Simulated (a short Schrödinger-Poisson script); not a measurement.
System: MOS inversion layer, HfO2 on p-type Si(100), at 300 K.

From the gate side: 5.4 nm HfO2; 680 nm Si, acceptors 4e17 cm⁻³.

The device is made up for the run: typed textbook-type constants, with dimensions and the other settings drawn at random. HfO2: permittivity 22, conduction-band edge (eV) 1.55, gap (eV) 5.7, electron mass (mₑ) 0.2. Si: permittivity 11.7, conduction-band edge (eV) 0, gap (eV) 1.124, Nv at 300 K (cm⁻³) 3.1e19.

Channel valleys (confinement mass, in-plane density-of-states mass, number): Δ2 0.916, 0.19, 2; Δ4 0.19, 0.417, 4. At the gate the conduction-band edge of layer 1 lies 1.66 eV − eVg above the Fermi level of the channel; the field vanishes at the back. Gaps are held at their typed values at every temperature. Mesh 0.03 nm at interfaces.

From a short Schrödinger-Poisson script (our own, NumPy): 1D Poisson equation in equilibrium, electrons quantum, Hartree (BenDaniel-Duke, 12 states a valley, the channel's in-plane mass for all, wave functions ending at the dielectric), parabolic valleys, classical holes, full ionisation, no traps, pinning or gate leakage.

```
Vg (V)  electrons (cm⁻²)  C (μF/cm²)  Δ2 E0 (meV from the Fermi level)  Δ4 E0 (meV from the Fermi level)
------  ----------------  ----------  --------------------------------  --------------------------------
0.1               4.79e9       0.209                             187.4                             242.9
0.15             2.65e10       0.310                             142.7                             199.3
0.2              1.23e11       0.674                             102.3                             160.4
0.25             3.86e11        1.23                              71.6                             131.8
0.3              8.18e11        1.64                              50.5                             113.5
0.35             1.36e12        1.90                              35.5                             101.6
0.4              1.97e12        2.06                              23.8                              93.1
0.45             2.63e12        2.17                              14.3                              86.8
0.5              3.31e12        2.25                               6.1                              81.7
0.55             4.02e12        2.31                              -1.2                              77.5
0.6              4.75e12        2.36                              -7.8                              73.9
0.65             5.49e12        2.40                             -13.9                              70.8
0.7              6.25e12        2.44                             -19.7                              68.0
0.75             7.01e12        2.47                             -25.1                              65.4
0.8              7.78e12        2.49                             -30.4                              63.1
0.85             8.56e12        2.52                             -35.4                              60.9
0.9              9.35e12        2.54                             -40.3                              58.8
```

Gate voltages with under 1e9 electrons/cm² are left out.

Problem. At Vg = 0.9 V the lowest Δ2 subband lies at -40.3 meV from the Fermi level. How many electrons does it hold, and what share of all?

Solution. The two-dimensional density of states is g m/(πħ²) = 1.59e11 cm⁻² meV⁻¹ (both spins), kT = 25.9 meV, so n = D kT ln(1 + exp(−E/kT)) = 7.18e12 cm⁻², 0.77 of the 9.35e12 cm⁻² in all.

Problem. Compare the slope of the sheet density between 0.8 and 0.9 V with the geometric capacitance of the layers between gate and channel.

Solution. q Δn/ΔV = 2.52 μF/cm²; ε0/Σ(t/ε) = 3.61 μF/cm². The ratio is 0.70: the channel acts as a further capacitance in series.
